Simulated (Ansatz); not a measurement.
**Rh in the fcc (Cu type) structure (space group Fm-3m, No. 225)**

Space group Fm-3m (No. 225); a = 3.7537 Å, b = 3.7537 Å, c = 3.7537 Å, α = 90.00°, β = 90.00°, γ = 90.00°

```
atom  site  symmetry       x       y       z
----  ----  --------  ------  ------  ------
Rh      4a      m-3m  0.0000  0.0000  0.0000
```
(The calculation used a cell of 1 atom; values per cell refer to that cell.)

Calculations: LDA, PAW, 420 eV (Ansatz, a quantum-chemistry and plane-wave program; no SOC). k-mesh 21×21×21 (Γ-centred); smearing 0.05 eV (Fermi–Dirac).

```yaml
volume_per_atom: 13.22 Å³
density: 12.92 g/cm³
band_gap: zero
total_energy: -6278.650 eV/atom (σ→0; compares only within this code and set-up)
```

Whether these cells are dynamically stable was not tested. The final runs are not spin-polarised.
